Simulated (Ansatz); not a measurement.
The reference is CdS in the wurtzite structure (space group P6_3mc, No. 186).

```
CdS
1.0
    4.12436     0.00000     0.00000
   -2.06218     3.57180     0.00000
    0.00000     0.00000     6.70817
Cd S
2 2
Direct
  0.33333   0.66667   0.00017
  0.66667   0.33333   0.50017
  0.33333   0.66667   0.37683
  0.66667   0.33333   0.87683
```

Method: PBEsol/PAW in Ansatz (a first-principles code), no spin-orbit coupling.

Base values:

- Valence-band top at Γ: 0.00, 0.00, -0.05 eV
- Volume per atom: 24.71 Å³

The change: a hydrostatic pressure of 9 GPa.

Estimate the effect on the valence-band top at Γ and volume per atom.

The valence-band top at Γ (three highest levels, from the VBM) goes from 0.00, 0.00, -0.05 eV to 0.00, 0.00, -0.08 eV; the volume per atom decreases by 2.65 Å³ (24.71 Å³ → 22.06 Å³).

The levels and masses belong to the bands next to the band gap. Load acts through the strain it causes; cell and atoms are relaxed under it. Stability against distortions was not tested. Measured, CdS leaves this structure (for rock salt) near 2.54 GPa (temperature not stated; as listed in Datta, Sujoy, Jana, Debnarayan, arXiv (2020)), on rising pressure, with hysteresis.
